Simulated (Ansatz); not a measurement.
An Ansatz (an electronic-structure program) run: Cs2SnI6 with a change (pressure 3 GPa); DFT with PBEsol, PAW potentials and a 420 eV plane-wave cutoff in Ansatz, no spin-orbit coupling.

Input:

Ansatz 0.2 input:
```yaml
crystal:
  lattice:
    - [0, 5.5983894667, 5.5983894667]
    - [5.5983894667, 0, 5.5983894667]
    - [5.5983894667, 5.5983894667, 0]
  atoms:
    - { symbol: Cs, position: [0.25, 0.25, 0.25] }
    - { symbol: Cs, position: [0.75, 0.75, 0.75] }
    - { symbol: Sn, position: [0, 0, 0] }
    - { symbol: I, position: [0.7456604673, 0.2543395327, 0.2543395327] }
    - { symbol: I, position: [0.2543395327, 0.7456604673, 0.7456604673] }
    - { symbol: I, position: [0.2543395327, 0.7456604673, 0.2543395327] }
    - { symbol: I, position: [0.7456604673, 0.2543395327, 0.7456604673] }
    - { symbol: I, position: [0.2543395327, 0.2543395327, 0.7456604673] }
    - { symbol: I, position: [0.7456604673, 0.7456604673, 0.2543395327] }
basis: { ecutwfc: 420, ecutrho_ratio: 4, xc_grid: 2, fft_grid_basis: typed }
kpoints: { mp_grid: { grid: [7, 7, 7] } }
hamiltonian:
  xc: pbesol
  dispersion: none
  pseudopotentials: { kind: paw }
scf: { occupations: { method: fermi_dirac, width: 0.05 } }
relax: { f_tol: 0.01, max_steps: 60, cell: { stress_tol: 0.02, p_target: 3.0 } }
output: { forces: true, stress: true }
checkpoint: { write: state.ck, write_every: 1000 }
```

Output (explanatory and most iteration lines left out):

```
Relaxation: its limit of steps is 60 (relax.max_steps)
Pseudopotential: Cs, paw, valence charge 9
Pseudopotential: Sn, paw, valence charge 14
Pseudopotential: I, paw, valence charge 17
Crystal: 9 atoms, lattice volume = 350.929 Å³
Basis set: ecut = 420 eV, 6855 PW (Γ), exchange–correlation on 108×108×108 points (8 copies of the dense FFT grid, shifted against one another)
Bands: 81, of which v1, the nominal top of the filled ones, is band 67 counted from 1 (66 counted from 0)
Symmetry: 48 space group operations
Space group: Fm-3m (ITA 225), of the structure as read, at distance tolerance 7.1e-5 Å
k-points: 20 of 343
Functional: x = pbesol(κ = 0.804, μ = 0.12345679012345678), c = pbesol(β = 0.046)
SCF iter   1: F=—  HF=-61723.207471 eV  |F-HF|=—  |Δ(HF+E_count)|=         —  Δρ=1.97e-3  dr2=1.28e-2  ethr=1.77e-3  ⟨swp⟩=7.8  Hψ=7150  notcnv=0  defer=71
SCF iter   2: F=—  HF=-61723.202312 eV  |F-HF|=—  |Δ(HF+E_count)|=   5.16e-3  Δρ=1.25e-3  dr2=4.61e-3  ethr=9.52e-6  ⟨swp⟩=2.1  Hψ=3300  notcnv=0  defer=116
SCF 1 converged in 7 iterations: F = -61723.202752 eV  dr2 = 9.60e-8
relax step   1: F+E_penalty+E_count = -61723.20275213 eV  Δ(F+E_penalty+E_count) = +0.000e0 eV  max|allowed force component| = 9.768e-5 eV/Å  Δτ_max = 0.0000 Å  P = +1.501 GPa  Ω = 350.929 Å³  (7 SCF iters, dr2 threshold 1.00e-7 eV, accepted)
[... steps on the carried basis left out ...]
relax step   5: F+E_penalty+E_count = -61722.93497897 eV  Δ(F+E_penalty+E_count) = +2.757e-3 eV  max|allowed force component| = 1.178e-3 eV/Å  Δτ_max = 0.0000 Å  P = +2.981 GPa  Ω = 331.365 Å³  stress off target by 1.91e-2 GPa  SCF on the basis re-selected at this cell (its energy is not comparable with the rows above)  (8 SCF iters)
SCF converged after 8 iterations
Free energy (F): -61722.934979 eV
Internal energy: -61722.923126 eV  (E = F + TS)
E sigma→0 (E₀):  -61722.929052 eV
Entropy (-TS):   -0.011853 eV (-1.317 meV/atom)
Fermi energy:    6.743999 eV
--- Forces (eV/Å), atoms counted from 1 ---
  atom   1  Cs     0.00000000     0.00000000    -0.00000000
  atom   2  Cs     0.00000000    -0.00000000     0.00000000
  atom   3  Sn    -0.00000000     0.00000000    -0.00000000
  atom   4  I     -0.00117814     0.00000000     0.00000000
  atom   5  I      0.00117814    -0.00000000    -0.00000000
  atom   6  I      0.00000000    -0.00117814     0.00000000
  atom   7  I     -0.00000000     0.00117814    -0.00000000
  atom   8  I      0.00000000    -0.00000000    -0.00117814
  atom   9  I     -0.00000000     0.00000000     0.00117814
--- Stress (GPa, compression-positive) ---
        2.980943      -0.000000      -0.000000
       -0.000000       2.980943      -0.000000
       -0.000000       0.000000       2.980943
  P = ⅓ Tr σ = 2.9809 GPa (29.809 kbar)
--- Relaxed structure (4 steps of the walk, 4 accepted, 1 SCFs on fresh bases) ---
  cell:  # Å, volume = 331.3647 Å³
    - [-5.60490923618515e-34, 5.492356894111332, 5.492356894111332]
    - [5.492356894111332, -2.038148813158237e-34, 5.492356894111332]
    - [5.492356894111332, 5.492356894111332, 5.09537203289559e-34]
  atoms:
    - { symbol: Cs, position: [0.25, 0.25, 0.25] }
    - { symbol: Cs, position: [0.75, 0.75, 0.75] }
    - { symbol: Sn, position: [-3.611118645726067e-35, 1.377160728333022e-19, -1.37716072833302e-19] }
    - { symbol: I, position: [0.7427216644668899, 0.25727833553311014, 0.2572783355331101] }
    - { symbol: I, position: [0.2572783355331103, 0.7427216644668897, 0.7427216644668897] }
    - { symbol: I, position: [0.25727833553311014, 0.7427216644668899, 0.2572783355331101] }
    - { symbol: I, position: [0.7427216644668897, 0.2572783355331103, 0.7427216644668897] }
    - { symbol: I, position: [0.25727833553311014, 0.25727833553311014, 0.7427216644668899] }
    - { symbol: I, position: [0.7427216644668897, 0.7427216644668897, 0.2572783355331103] }
```

Spin-orbit coupling, missing from the scalar runs, can matter with I. Load acts through the strain it causes; cell and atoms are relaxed under it. Stability against distortions was not tested. All final runs are without spin polarisation. The cell was made from Cs$_{2}$SnI$_{6}$ (space group Fm-3m, No. 225) by this change: pressure 3 GPa.
